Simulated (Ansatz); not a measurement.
Amorphous Hf$_{18}$O$_{35}$, 53 atoms at 9.74 g/cm³, one PBE-relaxed geometry, zone centre. Methods: PBE, scalar-relativistic without spin-orbit coupling (Ansatz, a program for electronic structure); r2SCAN, scalar-relativistic without spin-orbit coupling (Ansatz); HSE06, scalar-relativistic without spin-orbit coupling (Ansatz). Plane waves to 420 eV (r2SCAN 500 eV); exact exchange is cut at the cell's faces. The usual formal charges leave 2 electrons over, so the level spacing at the Fermi energy parts defect or band states and needn't be the band gap. The higher rungs were started with moments on some atoms, which died out.

It comes from a melt-quench run on a machine-learned potential (CHGNet), relaxed afterwards by DFT. O atoms were pushed apart under 1.9 Å during the dynamics, to hinder bonds among them. The hot cell started wider than the set density and was brought back towards it in steps. It is the lowest in DFT energy of 4 quenches. It is a model cell: composition and starting density were chosen by hand, and all elements were melted together. No dispersion term was used. A short ab initio anneal came between quench and relaxation. Its density started from a set value of 9.32 and ended at 9.74 g/cm³. Cooling (nominally 120 K/ps over its main leg) ran many orders faster than in experiment, which tends to leave more defects and strain. Values belong to this one cell and scatter from quench to quench. Volume and shape were free in the relaxation.

The relaxation ran on one k-point at (1/4, 1/4, 1/4). At PBE the level spacing at the Fermi energy is 1.18 eV on a 2×2×2 Γ-centred mesh, and the spacing at the zone centre alone 1.33 eV.

Q: What zone-centre spacing does r2SCAN give, roughly?

A: 1.56 eV (+0.24 eV against PBE).

Q: What zone-centre spacing does HSE06 give, roughly?

A: 2.20 eV (+0.87 eV against PBE).

The highest filled and the lowest empty state spread over these numbers of atoms (participation numbers): PBE: 9.2 and 11.6; r2SCAN: 8.6 and 11.3; HSE06: 8.5 and 11.9.
